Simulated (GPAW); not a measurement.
A self-consistent single point of CaZrN2 (R-3m, 4 atoms in the cell) with GPAW.

Method: LDA (Perdew-Wang 92), GPAW PAW datasets LDA (gpaw-data 1.0.1) (plane waves; GPAW 25.7.0).

```
CaZrN2
1.0
    1.66753     0.96275     5.64201
   -1.66753     0.96275     5.64201
    0.00000    -1.92550     5.64201
Ca Zr N
1 1 2
Direct
  0.00000   0.00000   0.00000
  0.50000   0.50000   0.50000
  0.23812   0.23812   0.23812
  0.76188   0.76188   0.76188
```

Reference input (self-consistent single point, DFT PBEsol, plane waves, GPAW PAW datasets PBEsol (made by gpaw-setup)): mode = pw; ecut = 950 eV; xc = PBEsol; kpts = 8 8 8; mesh shift (steps) = 0 0 0; occupations.name = fermi-dirac; occupations.width = 0.05 eV; nbands = -6; convergence.density = 1e-05 e/electron; convergence.energy = 1e-05 eV/electron; convergence.bands = -4; symmetry.symmorphic = false. This run's input differs from it in these lines:

```diff
@@ -15,3 +15,3 @@
 calc = GPAW(mode=PW(950),
-            xc='PBEsol',
+            xc='LDA',
             kpts={'size': (8, 8, 8), 'gamma': True},
```

Its files differ too (potentials: GPAW PAW datasets LDA (gpaw-data 1.0.1)).

Output (repeated stretches shortened):

```
     iter     time        total  log10-change:
                         energy   eigst   dens
iter:   1 --:--:--   -39.720165   +0.68
iter:   2 --:--:--   -38.452438   +0.09  -0.86
iter:   3 --:--:--   -35.867216   +0.00  -0.93
iter:   4 --:--:--   -35.846344   -0.41  -1.30
iter:   5 --:--:--   -35.850519   -1.13  -1.44
   [... 4 lines left out ...]
iter:  10 --:--:--   -35.785413   -2.65  -2.87
iter:  11 --:--:--   -35.782646   -2.99  -2.54
iter:  12 --:--:--   -35.782325   -3.27  -2.87
iter:  13 --:--:--   -35.782329   -3.96  -3.44
iter:  14 --:--:--   -35.782360c  -4.21  -3.50
iter:  15 --:--:--   -35.782306c  -4.68  -3.51
   [... lines left out ...]
iter:  17 --:--:--   -35.782296c  -5.36  -3.76
iter:  18 --:--:--   -35.782294c  -5.69  -3.83
   [... 3 lines left out ...]
iter:  22 --:--:--   -35.782295c  -6.92  -4.11
iter:  23 --:--:--   -35.782296c  -6.41  -4.14
iter:  24 --:--:--   -35.782296c  -6.39  -4.23
iter:  25 --:--:--   -35.782296c  -7.10  -4.16
iter:  26 --:--:--   -35.782295c  -7.53c -4.33
iter:  27 --:--:--   -35.782295c  -6.87  -4.41
iter:  28 --:--:--   -35.782295c  -7.24  -4.47
iter:  29 --:--:--   -35.782294c  -7.55c -4.59
iter:  30 --:--:--   -35.782294c  -7.36  -4.74
iter:  31 --:--:--   -35.782294c  -7.90c -4.99
iter:  32 --:--:--   -35.782294c  -8.57c -5.10c
Converged after 32 iterations.

Dipole moment: (-0.000000, -0.000000, -0.000000) |e|*Ang

Energy contributions relative to reference atoms: (reference = -119194.724437)

Kinetic:        +17.132042
Potential:      -18.422552
External:        +0.000000
XC:             -34.291576
Entropy (-ST):   -0.000091
Local:           -0.200164
SIC:             +0.000000
--------------------------
Free energy:    -35.782340
Extrapolated:   -35.782294

Showing only first 2 kpts
 Kpt  Band  Eigenvalues  Occupancy
  0    14      7.81104    1.97067
  0    15      7.81104    1.97067
  0    16     10.32874    0.00000
  0    17     10.32877    0.00000

  1    14      6.73029    2.00000
  1    15      7.18309    2.00000
  1    16     10.81783    0.00000
  1    17     10.84154    0.00000

Fermi level: 8.02141

Gap: 0.425 eV
Transition (v -> c):
   [... lines left out ...]
Direct gap: 1.062 eV
   [... lines left out ...]
Energy (eV): -35.782294

Forces in eV/Ang:
  0 Ca    0.00000    0.00000    0.00000
  1 Zr    0.00000    0.00000    0.00000
  2 N     0.00000    0.00000   -0.33099
  3 N     0.00000   -0.00000    0.33099

Stress tensor:
     0.076843     0.000000     0.000000
    -0.000000     0.076843     0.000000
     0.000000     0.000000     0.072862
Stress (GPa, Voigt): [12.3116 12.3116 11.6738  0.      0.      0.    ]
```

The run converged in 32 iterations. GPAW prints stress with tension positive. Against the reference run the largest force goes from 0.229 to 0.331 eV/Å and the gap on the mesh goes from 0.446 to 0.425 eV.

At such cutoffs GPAW's stress carries a finite-basis (Pulay) error, which enters relaxed cells too; its log prints stress with tension positive.

The starting cell comes from a database of computed structures (which also holds hypothetical and non-ambient phases and stackings), without a prior relaxation at this level. Its lattice was rescaled by a random factor within 2.5 % of one.

Cost on one core of a shared machine: roughly 6 min.
